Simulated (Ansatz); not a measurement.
Cd₂P₃Cl (C2/c, No. 15; cell taken from a computed entry)

Level of theory: PBEsol (Ansatz, an electronic-structure program, plane waves, PAW).

Run with plane-wave cutoff 520 eV, 6×6×6 k mesh, Fermi–Dirac smearing 0.01 eV, scalar-relativistic PAW data made under PBE.

Cell (relaxed with PBEsol):

```xyz
12
Lattice="3.9767 -4.4853 -0.0094 3.9767 4.4853 -0.0094 -1.3957 0.0000 7.3766" Properties=species:S:1:pos:R:3 pbc="T T T"
Cd     5.4985     1.3777     2.1229
Cd     1.0592    -1.3777     5.2348
Cd     1.7570     1.3777     1.5465
Cd     4.8006    -1.3777     5.8112
P      2.9921    -0.4117     0.2304
P      3.5655     0.4117     7.1273
P      4.2633    -0.4117     3.4390
P      2.2943     0.4117     3.9187
P      3.6277    -1.7726     1.8347
P      2.9299     1.7726     5.5230
Cl     3.6277     3.2643     1.8347
Cl     2.9299    -3.2643     5.5230
```

* **band gap**: 1.08 eV
* **smallest direct gap on the k points sampled**: 1.53 eV
* **Γ–Γ gap**: 2.51 eV

Spin–orbit coupling is not included.

The computed numbers hold no vibrational or temperature effects.

Cost on a shared machine: roughly 7 core-minutes.
